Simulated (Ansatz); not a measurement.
Several settings converged on LaPt3 (P4mm, 4 atoms in the cell)

```xyz
4
Lattice="4.1934 0.0000 0.0000 0.0000 4.1934 0.0000 0.0000 0.0000 4.1934" Properties=species:S:1:pos:R:3 pbc="T T T"
La     0.0000     0.0000     0.0500
Pt     0.0000     2.0967     2.0967
Pt     2.0967     0.0000     2.0967
Pt     2.0967     2.0967     0.0000
```

Base method: LDA (PW92), default PAW files made with PBE (plane waves; Ansatz, a quantum-chemistry and plane-wave program).

Base settings: basis.ecutwfc = 30.9 Ry; kpoints.mp_grid.grid = 8 8 8; hamiltonian.xc = lda; hamiltonian.pseudopotentials = {kind: paw} (the program's default PAW files); scf.occupations.method = gaussian; scf.occupations.width = 0.0073 Ry.

The count of work is k-points × plane waves × bands × iterations; it is no time. 

**The k-point mesh at a smearing width of 0.02 eV**

In this ladder: scf.occupations.width = 0.0015 Ry.

Only quantities that move along the ladder and can be compared are tabulated.

```tsv
kpoints.mp_grid.grid	free energy less the last step's (meV/atom)	pressure (GPa)	largest difference of a force vector from the last step's (eV/Å)	count of work / last
3 3 3	-27.69	-6.68	0.022	0.013
4 4 4	12.23	-6.36	0.009	0.038
5 5 5	-7.14	-6.40	0.003	0.033
6 6 6	-5.00	-6.86	0.020	0.073
7 7 7	7.45	-6.45	0.006	0.085
9 9 9	-0.64	-6.53	0.010	0.16
11 11 11	1.54	-6.41	0.002	0.23
15 15 15	0.09	-6.48	0.002	0.61
19 19 19	0.00	-6.48	0.000	1.0
```

Coarsest kpoints.mp_grid.grid that holds the forces within 0.005 eV/Å of the last step, with all finer ones: 11 11 11, at 0.23 of the last step's count of work; the step before is off by 0.010 eV/Å.

Coarsest kpoints.mp_grid.grid that holds the free energy within 0.5 meV/atom of the last step, with all finer ones: 15 15 15; the step before is off by 1.5 meV/atom.

Coarsest kpoints.mp_grid.grid that holds the pressure within 0.1 GPa of the last step, with all finer ones: 7 7 7, at 0.085 of the last step's count of work; the step before is off by 0.37 GPa.

**The width of Fermi-Dirac smearing**

In this ladder: kpoints.mp_grid.grid = 13 13 13; scf.occupations.method = fermi_dirac.

Narrow widths need finer meshes than wide ones, so the last steps can hold mesh noise.

Only quantities that move along the ladder and can be compared are tabulated; pressure and forces are left out, as mesh noise rules them at narrow widths.

```tsv
scf.occupations.width	free energy less the last step's (meV/atom)	energy extrapolated to zero width less the last step's (meV/atom)
0.0735 Ry	-1038.29	215.38
0.0367 Ry	-196.42	17.02
0.022 Ry	-70.68	-6.87
0.0147 Ry	-32.98	-3.37
0.0073 Ry	-7.06	-0.21
0.0037 Ry	0.00	0.00
```

Widest scf.occupations.width that holds the free energy within 5 meV/atom: not settled: the last two steps still differ by 7.1 meV/atom, over half the tolerance, so the ladder does not show it.

Widest scf.occupations.width that holds the energy extrapolated to zero width within 2 meV/atom of the last step, with all finer ones: 0.0073 Ry; the step before is off by 3.4 meV/atom.

The extrapolation to zero width removes most of the smearing's effect on the energy.

**The width of cold smearing**

In this ladder: kpoints.mp_grid.grid = 13 13 13; scf.occupations.method = cold.

Narrow widths need finer meshes than wide ones, so the last steps can hold mesh noise.

Only quantities that move along the ladder and can be compared are tabulated; pressure and forces are left out, as mesh noise rules them at narrow widths.

```tsv
scf.occupations.width	free energy less the last step's (meV/atom)
0.0367 Ry	10.92
0.022 Ry	4.53
0.0147 Ry	2.25
0.0073 Ry	0.33
0.0037 Ry	0.00
```

Widest scf.occupations.width that holds the free energy within 5 meV/atom of the last step, with all finer ones: 0.022 Ry; the step before is off by 11 meV/atom.

On the base run: the starting cell comes from a database of computed structures (which also holds hypothetical and non-ambient phases and stackings), without a prior relaxation at this level. Its lattice was rescaled by up to half a per cent. One atom was moved a little off its site on purpose. Spin polarisation is off. In the base run, with a pressure of about -6 GPa the cell is away from its equilibrium volume at this level. Ansatz's pressure includes its estimate of the finite-basis (Pulay) stress.

Left out of this page: 4 runs of the series outside the window shown, repeating another row's setting, or not comparable; 1 run of the series unsound by tests on forces, stress, charge or solver warnings.

Keys are those of Ansatz 0.2.
